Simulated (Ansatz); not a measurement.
Ansatz (a program for electronic structure), DFT, PBE, plane waves, its default PAW files, spin-polarised: Ni(111) slab of 6 layers, 1x1, atoms displaced (Ni6), unrelaxed, 6 atoms, spin-polarised from a ferromagnetic start (1 μB on Ni). Basis and mesh were picked for this test and aren't claimed converged.

cell: 2.49, 2.49, 20.17 Å; 90, 90, 60°
distance to the nearest atom: 2.45 to 2.49 Å
task: single point
k mesh: 10×10×1
hamiltonian.xc: pbe
kind of files: paw
scf.occupations.method: gaussian
scf.occupations.width: 0.1 eV
output.forces: true
magnetization.spin_polarized: true
binding of workers (--pin): off
k-point pools (--kpoint-pools): 1
memory maximum (--max-ram): 8GiB
accuracy: medium (default)
basis.precision: auto (default)
basis.xc_grid: 2 (default)
scf.eigensolver.kind: auto (default)
scf.convergence.dr2_threshold: 1e-07 (default)
scf.lower_state_search: light (default)
k-points after symmetry (for each spin): 52
bands at the start: 69
electrons: 108
plane waves at Γ: 2041
cutoff (eV): 420
FFT grid: 18×18×135
symmetry operations: 1

One run each.

All on 4 threads. Base settings, kept where nothing else is said: scf.mixing.algorithm = auto (default), scf.mixing.preconditioner = auto (default), scf.algorithm = auto (default) (scf.mixing.beta, scf.mixing.ndim, scf.mixing.q_tf not set). The settings tried:…
- scf.mixing.algorithm = broyden, scf.mixing.preconditioner = none
- scf.mixing.algorithm = broyden, scf.mixing.beta = 1
- scf.algorithm = direct_min
- scf.mixing.algorithm = anderson, scf.mixing.ndim = 1
- scf.mixing.algorithm = broyden, scf.mixing.preconditioner = kerker
- scf.mixing.ndim = 4
- scf.mixing.preconditioner = kerker_dos
- scf.mixing.algorithm = broyden, scf.mixing.beta = 0.3
- scf.mixing.preconditioner = kerker
- scf.mixing.preconditioner = none
- scf.mixing.algorithm = broyden
- scf.mixing.algorithm = msr1
- scf.mixing.algorithm = anderson, scf.mixing.ndim = 4
- scf.mixing.algorithm = anderson
- scf.mixing.algorithm = broyden, scf.mixing.beta = 0.7
- the base settings
- scf.mixing.preconditioner = ldos
- scf.mixing.algorithm = broyden, scf.mixing.preconditioner = kerker, scf.mixing.q_tf = 1.5 1/Å
- scf.mixing.algorithm = broyden, scf.mixing.preconditioner = kerker, scf.mixing.q_tf = 0.5 1/Å
- scf.mixing.ndim = 16
- scf.mixing.algorithm = anderson, scf.mixing.ndim = 16
- scf.mixing.preconditioner = local_kerker
- scf.mixing.algorithm = broyden, scf.mixing.beta = 0.1

Question: Predict which of these converge in the fewest SCF iterations (all cycles of the run, searches included).

Answer: Fewest SCF iterations (all cycles of the run, searches included), with those close behind: scf.algorithm = direct_min (13); the base settings (16); scf.mixing.algorithm = msr1 (16); scf.mixing.preconditioner = ldos (16). Most among those that reach the base run's result: scf.mixing.preconditioner = kerker_dos (64). All converged.

| setting | SCF iterations (all cycles of the run, searches included) | applications of H to a band | end |
|---|---|---|---|
| scf.algorithm = direct_min | 13 | 1807762 | converged |
| the base settings | 16 | 223014 | converged |
| scf.mixing.algorithm = msr1 | 16 | 223014 | converged |
| scf.mixing.preconditioner = ldos | 16 | 223014 | converged |
| scf.mixing.algorithm = anderson, scf.mixing.ndim = 16 | 17 | 234820 | converged |
| scf.mixing.ndim = 16 | 17 | 219242 | converged |
| scf.mixing.algorithm = broyden | 18 | 252818 | converged |
| scf.mixing.algorithm = anderson | 18 | 255348 | converged |
| scf.mixing.algorithm = broyden, scf.mixing.beta = 0.3 | 18 | 252818 | converged |
| scf.mixing.algorithm = broyden, scf.mixing.beta = 0.7 | 18 | 250731 | converged |
| scf.mixing.algorithm = anderson, scf.mixing.ndim = 4 | 18 | 244391 | converged |
| scf.mixing.ndim = 4 | 18 | 248844 | converged |
| scf.mixing.algorithm = broyden, scf.mixing.beta = 1 | 20 | 275744 | converged |
| scf.mixing.preconditioner = local_kerker | 27 | 271663 | converged |
| scf.mixing.algorithm = broyden, scf.mixing.preconditioner = kerker, scf.mixing.q_tf = 0.5 1/Å | 27 | 316236 | converged |
| scf.mixing.algorithm = broyden, scf.mixing.preconditioner = none | 28 | 325528 | converged |
| scf.mixing.algorithm = broyden, scf.mixing.beta = 0.1 | 28 | 352750 | converged |
| scf.mixing.algorithm = broyden, scf.mixing.preconditioner = kerker, scf.mixing.q_tf = 1.5 1/Å | 30 | 349320 | converged |
| scf.mixing.preconditioner = none | 32 | 353820 | converged |
| scf.mixing.algorithm = anderson, scf.mixing.ndim = 1 | 43 | 388078 | converged |
| scf.mixing.preconditioner = kerker | 47 | 463577 | converged |
| scf.mixing.algorithm = broyden, scf.mixing.preconditioner = kerker | 53 | 561794 | converged |
| scf.mixing.preconditioner = kerker_dos | 64 | 616323 | converged |

An iteration's cost differs between solvers, so these counts don't give the time. 2 planned settings were not run, for want of time.

Keys are those of Ansatz 0.2.
